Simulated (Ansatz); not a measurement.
# C axis length of TaGe2 (model structure, from the AlB2 type, P6/mmm, No. 191) at several levels of theory

No measured value is used here.

```csv
level (code),value (Å)
PBE (Ansatz),2.734
PBEsol (Ansatz),…
PBE-D3(BJ) (Ansatz),2.707
```

Problem. Complete the blanks.

Solution. 
- PBEsol (Ansatz, a first-principles code), value (Å): 2.703

Density-functional levels without +SOC have no spin–orbit coupling. Ansatz's density-functional and Hartree–Fock values are scalar-relativistic unless marked +SOC, with PAW data made under PBE.

A model structure was made by putting elements into a prototype or built by hand; it is no filed structure, need not be a known phase, and can be a saddle point held by its symmetry.
